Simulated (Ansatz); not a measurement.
ZnS (R3m), r2SCAN with spin-orbit coupling, rigid bands (Ansatz, an electronic-structure program): Condition of this run: uniaxial stress along [111] of -2 GPa (compression positive) (the target of the relaxation). band gap 2.59 eV, N_c = 2.29e18 cm⁻³ and N_v = 3.00e19 cm⁻³ at 300 K, conductivity masses of 0.203 mₑ (electrons) and 0.796 mₑ (holes). Take k_BT = 0.02585 eV.

Problem. A film of it is 3 nm thick. Estimate the confinement energies in an infinite well.

Solution. ħ²π²/(2m t²) = 0.376 eV·nm²/(m/mₑ × t²) gives 206 meV for electrons and 52.5 meV for holes, so the gap would widen to about 2.85 eV. Finite barriers and nonparabolic bands lower this, and with several valleys or bands the heaviest mass along the normal sets the lowest level, not this average.

Problem. What thermal injection velocity √(2k_BT/πm) limits a ballistic channel?

Solution. 1.19e7 cm/s for electrons and 6.03e6 cm/s for holes, a ratio of √(m_h/m_e) = 1.98, for dilute carriers.

Problem. Find the intrinsic carrier density and the intrinsic Fermi level.

Solution. n_i = √(N_c N_v) exp(−E_g/2k_BT) = 8.29e18 × exp(−50.09) = 1.5e-3 cm⁻³. The level lies (k_BT/2) ln(N_v/N_c) = 33 meV from mid-gap (positive towards the conduction band). Each 0.1 eV added to the gap lowers n_i by a factor of 6.9.

Rigid, parabolic bands with the computed gap; masses take one relaxation time for all states.
